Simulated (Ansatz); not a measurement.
InP: response to strain

Start from InP in the zinc blende structure (space group F-43m, No. 216; a = 5.9070 Å). Axes: x, y, z lie along the cube axes.

Strains are applied to the cell and any free atomic positions relax; under biaxial strain the out-of-plane vector relaxes too.

All numbers come from Kohn–Sham DFT with the r2SCAN functional, run in Ansatz (a first-principles code) with PAW and 500 eV plane waves, spin-orbit coupling left out.

Notes on the quantities. energy relative to the base: free energy F; in-plane stress: mean in-plane stress (compression positive).

```tsv
change	energy relative to the base	out-of-plane strain	in-plane stress
base	0 meV/atom	–	–
biaxial strain −3.00 %, plane normal [001], relaxed out of plane	+14 meV/atom	+3.20 %	+3.1 GPa
biaxial strain −2.50 %, plane normal [001], relaxed out of plane	+9.9 meV/atom	___	+2.5 GPa
biaxial strain −2.00 %, plane normal [001], relaxed out of plane	+6.3 meV/atom	+2.15 %	___
biaxial strain −1.50 %, plane normal [001], relaxed out of plane	+3.5 meV/atom	+1.62 %	+1.5 GPa
biaxial strain −1.00 %, plane normal [001], relaxed out of plane	___	+1.08 %	+1.0 GPa
biaxial strain −0.50 %, plane normal [001], relaxed out of plane	+0.4 meV/atom	+0.54 %	___
```

### Question
Some entries are withheld; estimate them.

### Answer

- biaxial strain −2.50 %, plane normal [001], relaxed out of plane, out-of-plane strain: +2.67 %
- biaxial strain −2.00 %, plane normal [001], relaxed out of plane, in-plane stress: +2.0 GPa
- biaxial strain −1.00 %, plane normal [001], relaxed out of plane, energy relative to the base: +1.5 meV/atom
- biaxial strain −0.50 %, plane normal [001], relaxed out of plane, in-plane stress: +0.5 GPa

No phonon test of stability was made.
